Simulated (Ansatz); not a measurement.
The reference is WSe2 (space group Fm-3m, No. 225; a = 6.2606 Å; ferromagnetic; a hypothetical phase, not in the database extracts checked; relaxed with 0.1 eV smearing). Axes: x, y, z lie along the cube axes.

Level of theory: Kohn–Sham DFT with the r2SCAN functional, run in Ansatz (a first-principles code) with PAW and 500 eV plane waves, spin-orbit coupling left out.

Base values:

| Quantity | Value |
|---|---|
| Volume per atom | 20.45 Å³ |

Now apply this change: uniaxial stress, 8 GPa tension along z, with the cell and atoms free to relax against it.

### Question
Predict the new volume per atom.

### Answer
The volume per atom goes up by 0.50 Å³ to 20.95 Å³.

### Question
Estimate the effect on the energy relative to the base.

### Answer
The energy goes up by 20 meV/atom.

### Question
What does the calculation give for the secant Young's modulus along z after the change?

### Answer
The secant Young's modulus along z amounts to 200 GPa.

The magnetic state is the one reached from the starting moments; the real material's order can differ, and small cells can't hold many antiferromagnetic ones. Load acts through the strain it causes; cell and atoms are relaxed under it. Beyond what the load breaks, stability against distortions was not tested.
